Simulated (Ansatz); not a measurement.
Model glasses of amorphous In2O3, 62 to 65 atoms (In24O36 before any change). Each row is one cell at a composition chosen by hand, melted whole on the CHGNet potential with the anions pushed apart under 1.9 Å, quenched within some picoseconds, far faster than a real film, and relaxed with PBE, scalar-relativistic without spin-orbit coupling (plane waves to 420 eV, PAW; Ansatz, an electronic-structure program). Each is the lower in DFT energy of 2 quenches. Cycles of charging and discharging were tried on some cells ahead of these points, and a cell that came back lower was taken. The column on the box says what of it was relaxed with the atoms; held means as the quench left it. Cells that kept moments or hold spare charge are left out.

Formal charges balance in every cell, with the guest at the charge named. Neighbours are the O atoms within a cut-off of 1.2 times the sum of covalent radii (1.1 times for Ti, W, Hf, Zr, Y); the radius is Shannon's ionic radius for that charge at the coordination found, taken on a straight line between listed coordinations where the table lacks it, averaged where a cell holds several guest atoms. The coordination is that of the cell taken. The cells ran without spin polarisation.

| guest | change of the cell | box | cut-off (Å) | O neighbours | ionic radius (Å) | mean guest-O distance (Å) |
|---|---|---|---|---|---|---|
| Si4+ | +2 O, +1 Si | held | 2.12 | 4 | 0.26 | 1.66 |
| Ge4+ | +1 Ge, +2 O | held | 2.23 | 4 | 0.39 | 1.79 |
| Ti4+ | +2 O, +1 Ti | volume | 2.49 | 5 | 0.51 | 1.93 |
| Ga3+ | +2 Ga, +3 O | volume | 2.26 | 6, 4 | 0.54 | 1.97 |
| W6+ | +3 O, +1 W | volume | 2.51 | 6 | 0.60 | 1.98 |
| Zn2+ | +1 O, +1 Zn | volume | 2.26 | 5 | 0.68 | withheld |
| Hf4+ | +1 Hf, +2 O | held | 2.65 | 6 | 0.71 | 2.13 |
| Zr4+ | +2 O, +1 Zr | held | 2.65 | 7 | 0.78 | 2.22 |
| Y3+ | +3 O, +2 Y | held | 2.82 | 6, 6 | 0.90 | 2.32 |

### Question
Fit a straight line of the last column on the one before it through the 8 full rows, and predict the withheld value for Zn2+.

### Answer
Means: x = 0.586, y = 2.000. Slope = Σ(Δx Δy) / Σ(Δx²) = 0.3177 / 0.3044 = 1.044; intercept = 2.000 − (1.044) × 0.586 = 1.388 Å; r.m.s. residual 0.016 Å. Prediction: 1.388 + (1.044) × 0.68 = 2.10 Å. The run gave 2.08 Å, a miss of 0.02 Å, within twice the residual.

### Question
What would hard spheres give for this line?

### Answer
A slope of 1 and an intercept at the radius of O2−, 1.35 Å for two neighbours to 1.40 Å for six in Shannon's table; the fit has 1.044 and 1.388 Å.
